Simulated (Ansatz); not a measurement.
The decay constant κ of evanescent states in the gap governs leakage through a thin film.

Data:

```
CELL_PARAMETERS angstrom
      5.74383     0.00000     0.00000
      1.79115     5.45741     0.00000
      1.79115     1.29729     2.32312
ATOMIC_POSITIONS crystal
  Sn 0.50000 0.50000 0.50000
  Sn 0.00000 0.00000 0.00000
  O  0.80597 0.19403 0.50000
  O  0.19403 0.80597 0.50000
  O  0.30597 0.30597 0.38806
  O  0.69403 0.69403 0.61194
```

Space group of this cell: P4_2/mnm, rutile. The cell is taken as given; by r2SCAN its mean pressure is -0.9 GPa.

Transport runs along the normal of the first two printed cell vectors, the (111) plane of the conventional cell.

No gap correction and no spin-orbit coupling; mid-gap is the computed energy nearest the middle.

Q: Predict the band gap and the smallest decay constant κ at mid-gap from r2SCAN (Ansatz, a quantum-chemistry and plane-wave program).

A: Gap 1.72 eV on a 14×14×14 mesh; κ = 0.185 1/Å, at the zone centre.
